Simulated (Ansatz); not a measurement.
# Li under a change: 4 layers

Take Li in the bcc (W type) structure (space group Im-3m, No. 229; a = 3.477 Å) as the base. Axes: x, y, z lie along the cube axes.

Modification: a free-standing slab of 4 layers (4 atoms, 1 a layer) is cut normal to [110], with 15 Å of vacuum and the in-plane cell held at bulk.

Computed with DFT with r2SCAN, PAW potentials and a 500 eV plane-wave cutoff in Ansatz (an electronic-structure program), scalar-relativistic without spin-orbit coupling. k-mesh 16×16×1 (Γ-centred); smearing 0.05 eV (Fermi–Dirac), for the changed cell.

```csv
quantity,base,changed,shift
layer's space group (with vacuum),–,Cmme (No. 67),–
shortest interatomic distance,3.012 Å,2.928 Å,-0.084 Å
band gap,zero,zero,–
excess energy per area of both faces (slab less bulk energy over the cell's area: twice a surface energy) (uncertain by up to 0.07 J/m²),–,1.0 J/m²,–
change of the spacing d12 from its bulk value of 2.459 Å,–,-4.2 %,–
```

The excess energy carries the mismatch between the slab's and the bulk's meshes. Stability against distortions was not tested.
